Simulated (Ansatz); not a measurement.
The starting structures come from a database of crystals and need not be the phases stable at ambient conditions.

Consider the following.

```xyz
12
Lattice="5.3001 0.0000 0.0000 0.0000 8.8922 0.0000 2.6501 0.0000 4.5900" Properties=species:S:1:pos:R:3 pbc="T T T"
K      0.0000     4.4461     0.0000
As     5.3001     1.8183     3.0600
As     2.6501     7.0739     1.5300
As     2.6501     1.8183     1.5300
As     5.3001     7.0739     3.0600
Br     0.0000     0.0000     0.0000
O      1.3250     6.0791     2.2950
O      1.3250     2.8131     2.2950
O      3.9751     6.0791     2.2950
O      3.9751     2.8131     2.2950
O      2.6501     6.0791     0.0000
O      2.6501     2.8131     0.0000
```

Space group of this cell: P6/mmm. The cell was relaxed by PBE-D3(BJ); by r2SCAN its mean pressure is -2.1 GPa.

Transport runs along the normal of the first two printed cell vectors, the (100) plane of the conventional cell.

The gap is the functional's own, uncorrected, and κ follows it; spin-orbit coupling is left out. Mid-gap values are interpolated between the computed energies.

### Question
Compute, with r2SCAN run with Ansatz (a first-principles code), the band gap and the smallest decay constant κ at mid-gap.

### Answer
Gap 3.59 eV on a 8×4×8 mesh; κ = 0.299 1/Å, at the zone centre.
